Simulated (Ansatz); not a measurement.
Cu under a change: x(Au) = 0.667, 3 atoms, I4/mmm

Take Cu in the fcc (Cu type) structure (space group Fm-3m, No. 225; a = 3.577 Å) as the base.

The other end (x = 1) is Au in the fcc (Cu type) structure (space group Fm-3m, No. 225): 17.54 Å³/atom, gap zero.

It is then changed as follows: Au replaces 66.7 % of the Cu, ordered in a cell of 3 atoms (starting symmetry I4/mmm) and fully relaxed.

Calculations: r2SCAN/PAW in Ansatz (a first-principles code), no spin-orbit coupling. Γ-centred 23×23×23 mesh, Fermi–Dirac width 0.05 eV, for the changed cell.

```csv
quantity,base,changed,shift
volume per atom,11.44 Å³,15.56 Å³,+4.12 Å³
density,9.22 g/cm³,16.27 g/cm³,+7.05 g/cm³
shortest interatomic distance,2.529 Å,2.682 Å,+0.153 Å
band gap,zero,zero,–
mixing energy (to 0.01 eV only: unlike meshes or grids),–,-0.05 eV/atom,–
deviation of the volume from the linear (Vegard-type) interpolation,–,+0.4 %,–
```

Each cell is one ordered arrangement of few atoms, which overstates ordering effects compared with a random alloy. Stability against distortions was not tested. The final runs are not spin-polarised.
